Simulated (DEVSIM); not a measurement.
Device: Ti/SiO2/n-Si capacitor, at 250 K.

```csv
layer (left to right),material,thickness (nm),Nd (cm⁻³)
1,SiO2,18.0,-
2,Si,5800,9.8e15
```

Metal gate on the left, work function 4.33 eV. Fixed charge at the semiconductor interface 3.4e11 cm⁻² (in units of +e); no interface traps.

This is a model device: material constants are rounded textbook-type values typed into the input, and sizes, dopings and lifetimes were drawn at random. Values at 300 K; Nc and Nv go as T^1.5, mobilities as T to minus their exponent, the gap by Varshni's rule with the affinity fixed.

```
parameter         SiO2        Si
----------------  ----  --------
gap (eV)             9     1.124
affinity (eV)      0.9      4.05
permittivity       3.9      11.7
Nc (cm⁻³)            -   2.86e19
Nv (cm⁻³)            -    3.1e19
Varshni α (eV/K)     -  0.000473
Varshni β (K)        -       636
```

Simulated with DEVSIM: 1D Poisson equation in equilibrium, Boltzmann statistics, complete ionisation; no quantum confinement or tunnelling. Metal contacts follow the ideal Schottky-Mott rule: no Fermi-level pinning, no interface dipoles.

Base results: capacitance of the dielectric stack (μF/cm²) 0.192; minimum of the low-frequency capacitance (μF/cm²) 0.0297; flat-band voltage (V) -0.17; threshold voltage (band bending 2φF) (V) -1.24.

What follows from this one change: fixed charge 3.4e+11 → -1.7e+11 cm^-2?

capacitance of the dielectric stack little changed (0.192 μF/cm²); minimum of the low-frequency capacitance little changed (0.0295 μF/cm²); flat-band voltage -0.17 → 0.26 V; threshold voltage (band bending 2φF) -1.24 → -0.81 V.

What follows from this one change: temperature 250 → 300 K?

capacitance of the dielectric stack little changed (0.192 μF/cm²); minimum of the low-frequency capacitance 0.0297 → 0.0323 μF/cm²; flat-band voltage -0.17 → -0.21 V; threshold voltage (band bending 2φF) -1.24 → -1.17 V.

What follows from this one change: substrate doping 9.8e+15 → 4.9e+14 cm^-3?

capacitance of the dielectric stack little changed (0.192 μF/cm²); minimum of the low-frequency capacitance 0.0297 → 0.00841 μF/cm²; flat-band voltage -0.17 → -0.23 V; threshold voltage (band bending 2φF) -1.24 → -0.96 V.
